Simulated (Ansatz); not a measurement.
**Ge₂SiN₄ (model structure, Imma, No. 74, 14 atoms in the cell)**

Level of theory: r²SCAN in Ansatz (plane waves, PAW).

Numerical settings: plane-wave cutoff 560 eV, 8×8×8 k mesh, Fermi–Dirac smearing 0.01 eV, scalar-relativistic PAW data made under PBE.

Cell (relaxed with PBEsol):

```
CELL_PARAMETERS angstrom
     -2.84382     2.85792     4.03529
      2.84382    -2.85792     4.03529
      2.84382     2.85792    -4.03529
ATOMIC_POSITIONS crystal
  Ge 0.50000 0.00000 0.50000
  Si 0.50000 0.00000 0.00000
  Ge 0.00000 0.00000 0.00000
  Si 0.50000 0.50000 0.50000
  Ge 0.87252 0.62252 0.25000
  Ge 0.12748 0.37748 0.75000
  N  0.27070 0.24559 0.02510
  N  0.26598 0.25195 0.48597
  N  0.72049 0.24559 0.47490
  N  0.26598 0.78001 0.01403
  N  0.72930 0.75441 0.97490
  N  0.73402 0.74805 0.51403
  N  0.27951 0.75441 0.52510
  N  0.73402 0.21999 0.98597
```

| Item | Result |
|---|---|
| band gap | 2.88 eV |
| smallest direct gap on the k points sampled | 2.90 eV |

Note: the relaxation could raise the start's symmetry but not lower it, so the cell can be a saddle point; cell and atoms aren't relaxed at this level (largest force component 0.05 eV/Å, pressure -1.4 GPa).

Spin–orbit coupling is not included.

Static lattice: no zero-point or thermal effects.

Computing time: about 90 core-seconds (a rough figure).

A model structure was made by putting elements into a prototype or built by hand; it is no filed structure, need not be a known phase, and can be a saddle point held by its symmetry.

Ansatz is a quantum-chemistry and plane-wave program.
